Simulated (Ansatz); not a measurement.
The starting structures come from a database of crystals and need not be the phases stable at ambient conditions.

By PBEsol, the system below comes out a metal.

A figure of merit of an interconnect metal is its ballistic conductance per area.

Given:

```
LuSe
1.0
    3.95594     0.00000     0.00000
    0.00000     3.95594     0.00000
    1.97797    -1.97797     2.79727
Lu Se
1 1
Direct
  0.00000   0.00000   0.00000
  0.50000   0.50000   0.00000
```

Space group of this cell: Fm-3m, rock salt. The cell is taken as given; by PBEsol its mean pressure is -2.1 GPa.

The current flows along the normal of the first two printed cell vectors, the (001) plane of the conventional cell. No spin-orbit coupling; the value is a mean over 0.1 eV about the Fermi level.

Q: Predict the ballistic conductance per area from PBEsol in Ansatz (a program for electronic structure).

A: 0.67 × 10¹⁵ S/m² for both spins.
